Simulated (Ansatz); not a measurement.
MgO: response to strain

The reference is MgO in the rock salt structure (space group Fm-3m, No. 225).

```yaml
crystal:
  lattice:
    - [0.00000, 2.10708, 2.10708]
    - [2.10708, 0.00000, 2.10708]
    - [2.10708, 2.10708, 0.00000]
  atoms:
    - { symbol: O, position: [0.00000, 0.00000, 0.00000] }
    - { symbol: Mg, position: [0.50000, 0.50000, 0.50000] }
```

Cartesian axes are those of the cell as printed.

Strains are applied to the cell and any free atomic positions relax; under biaxial strain the out-of-plane vector relaxes too.

The values are results of Ansatz (a first-principles code), PBEsol, PAW, cutoff 420 eV, spin-orbit coupling left out, not measurements.

Notes on the quantities. energy relative to the base: free energy F.

```csv
case,energy relative to the base,electron mass,band gap,shortest interatomic distance,space group
base,0 meV/atom,0.34 mₑ (at Γ),4.62 eV,3.982 bohr,Fm-3m (No. 225)
"biaxial strain +0.71 %, plane normal [001], relaxed out of plane",+1.0 meV/atom,0.34 mₑ (at Γ),4.52 eV,3.965 bohr,I4/mmm (No. 139)
"biaxial strain −1.63 %, plane normal [110], relaxed out of plane",+6.1 meV/atom,–,4.77 eV,3.917 bohr,Immm (No. 71)
isotropic strain −1.36 %,+8.0 meV/atom,0.36 mₑ (at Γ),5.02 eV,3.928 bohr,Fm-3m (No. 225)
uniaxial strain ε_xx = −2.66 %,+6.8 meV/atom,"0.37 mₑ along x, 0.34 mₑ across (at Γ)",4.86 eV,3.876 bohr,I4/mmm (No. 139)
uniaxial strain ε_xx = −0.69 %,+0.4 meV/atom,0.34 mₑ (at Γ),4.68 eV,3.954 bohr,I4/mmm (No. 139)
uniaxial strain ε_xx = +5.95 %,+24 meV/atom,"0.30 mₑ along x, 0.33 mₑ across (at Γ)",4.00 eV,3.982 bohr,I4/mmm (No. 139)
tensor shear ε_xy = +3.74 %,+24 meV/atom,–,4.27 eV,3.982 bohr,Immm (No. 71)
tensor shear ε_xy = +1.00 %,+1.7 meV/atom,0.34 mₑ (at Γ),4.54 eV,3.982 bohr,Immm (No. 71)
tensor shear ε_yz = −0.26 %,+0.1 meV/atom,0.34 mₑ (at Γ),4.60 eV,3.982 bohr,Immm (No. 71)
```

Masses are band curvatures over ±0.01 Å⁻¹ around the edge. No phonon test of stability was made.
